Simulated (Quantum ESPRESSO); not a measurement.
**Short convergence ladders for ScGe (Cm, 4 atoms in the cell)**

```xyz
4
Lattice="2.0109 -5.0660 0.0000 2.0109 5.0660 0.0000 0.0000 0.0000 3.7863" Properties=species:S:1:pos:R:3 pbc="T T T"
Sc     2.0109    -3.6780     2.8897
Sc     2.0109     3.6780     0.9466
Ge     2.0109    -0.9069     2.8397
Ge     2.0109     0.9069     0.9466
```

Base method: PBEsol, PSlibrary PAW (PBE) pseudopotentials (plane waves; Quantum ESPRESSO).

Base settings: ecutwfc = 55 Ry; ecutrho = 440 Ry; occupations = smearing; smearing = gauss; degauss = 0.0073499 Ry; input_dft = pbesol; potentials = {Sc: Sc.pbe-spn-kjpaw_psl.1.0.0.UPF, Ge: Ge.pbe-n-kjpaw_psl.1.0.0.UPF}; K_POINTS = automatic 3 3 3 0 0 0; conv_thr = 1e-11 Ry; mixing_beta = 0.7.

The count of work is k-points × plane waves × bands × iterations; it is no time. Core times come from one kind of shared machine, to one figure; runs under 30 s give none.

**The cutoff for other potential files**

Level: DFT, PBEsol, plane waves, PSlibrary ultrasoft (PBE) pseudopotentials.

In this ladder: pseudopotentials = {Sc: Sc.pbe-spn-rrkjus_psl.1.0.0.UPF, Ge: Ge.pbe-n-rrkjus_psl.1.0.0.UPF}. Moved along: ecutrho.

The second cell is the first with its lattice scaled by 0.98.

The mesh stays at the base's, so the ladder's end is converged at best in this setting alone.

Only quantities that move along the ladder and can be compared are tabulated.

| ecutwfc | free energy less the last step's (meV/atom) | energy of the compressed cell less the first (meV/atom) | pressure (GPa) | largest difference of a force vector from the last step's (eV/Å) | count of work / last | core time / last (rough) |
|---|---|---|---|---|---|---|
| 25 Ry | 1820.86 | -8.87 | -66.83 | 0.043 | 0.059 | – |
| 38 Ry | 63.22 | -0.41 | -5.48 | 0.028 | 0.10 | – |
| 55 Ry | 26.74 | 0.00 | -3.41 | 0.004 | 0.28 | 0.2 |
| 82 Ry | 1.22 | -1.03 | -3.00 | 0.000 | 0.51 | 0.3 |
| 110 Ry | 0.00 | -1.06 | -2.99 | 0.000 | 1.0 | 1 |

Coarsest ecutwfc that holds the free energy within 5 meV/atom of the last step, with all finer ones: 82 Ry, at about 0.3 of the last step's time; the step before is off by 27 meV/atom.

Coarsest ecutwfc that holds the forces within 0.01 eV/Å of the last step, with all finer ones: 55 Ry, at 0.28 of the last step's count of work and about 0.2 of the last step's time; the step before is off by 0.028 eV/Å.

Coarsest ecutwfc that holds the pressure within 0.2 GPa of the last step, with all finer ones: 82 Ry, at about 0.3 of the last step's time; the step before is off by 0.43 GPa.

At the lowest cutoff the pressure lies 63.8 GPa under the last step's, the usual sign of Pulay stress in an incomplete plane-wave basis.

**The density cutoff**

The second cell is the first with its lattice scaled by 0.98.

The mesh stays at the base's, so the ladder's end is converged at best in this setting alone.

Only quantities that move along the ladder and can be compared are tabulated.

```csv
ecutrho,free energy less the last step's (meV/atom),energy of the compressed cell less the first (meV/atom),pressure (GPa),largest difference of a force vector from the last step's (eV/Å),core time / last (rough)
110 Ry,-42.91,1.31,0.99,0.166,0.2
220 Ry,-0.15,-2.30,-3.69,0.003,0.6
330 Ry,-0.08,-2.33,-3.70,0.001,0.3
440 Ry,-0.05,-2.32,-3.71,0.000,0.5
880 Ry,0.00,-2.32,-3.71,0.000,1
```

Coarsest ecutrho that holds the pressure within 0.1 GPa of the last step, with all finer ones: 220 Ry; the step before is off by 4.7 GPa.

Coarsest ecutrho that holds the forces within 0.02 eV/Å of the last step, with all finer ones: 220 Ry; the step before is off by 0.17 eV/Å.

Coarsest ecutrho that holds the energy of the compressed cell less the first within 1 meV/atom of the last step, with all finer ones: 220 Ry; the step before is off by 3.6 meV/atom.

On the base run: the starting cell comes from a database of computed structures (which also holds hypothetical and non-ambient phases and stackings), without a prior relaxation at this level. Its lattice was rescaled by up to half a per cent. One atom was moved a little off its site on purpose. In the base run, with a pressure of about -4 GPa the cell is away from its equilibrium volume at this level. Without a gap this mesh is coarse (it stands for a supercell whose shortest vector is 11 Å).
